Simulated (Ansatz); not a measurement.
## BP: energy against strain

BP (zinc blende, F-43m, 11.545 Å³/atom at rest, cube axes along x, y and z) under a strain ε along a cube axis (axis z), the other axes held. PBEsol in Ansatz, a plane-wave DFT program (PAW, default set), 420 eV, 13×13×13 Γ-centred mesh, Fermi-Dirac smearing 0.05 eV; ions are relaxed within the symmetry of each cell.

Here s stands for strain and y for E less E0.

```csv
strain (%),E less E0 (meV/atom)
-1.50,2.83
-1.00,1.25
-0.50,0.31
0.00,0.00
0.50,0.31
1.00,1.24
1.50,2.78
3.00,?
```

Q: Fit y against s with a parabola, and predict the withheld value at s = 3.00.

A: Least squares gives y = -0.001 - 0.0121·s + 1.2471·s². Residuals (row less fit): 0.007, -0.008, -0.007, 0.001, 0.005, 0.006, -0.007; standard error 0.008 (degrees of freedom: 4). Twice the quadratic coefficient over the volume, 2 × 1.2471 meV × 10⁴ × 0.1602 / 11.545 Å³, is the elastic constant C11 = 346 ± 1.0 GPa. At the withheld row, y = -0.001 - 0.0121 × 3.0 + 1.2471 × 3.0² = 11.187 meV/atom. The calculation gives 11.01 meV/atom, 0.177 meV/atom below the prediction (1.6 % of the range of y in the table). The row lies outside the fitted rows, so this is an extrapolation. From the scatter of the fitted rows alone, a prediction at this place has a standard error of 0.032 meV/atom, so the miss is 5.5 times that.

One order more, fitted to all 13 runs of the series, follows each within 0.01, so the miss is the next term of a smooth law. Rows are the converged runs of the series near zero and its far end; series whose fitted rows scatter by over a few per cent of the range, as at a crossing or softening among them, aren't shown in this form. Most that stay on the fit to the last digits aren't either.
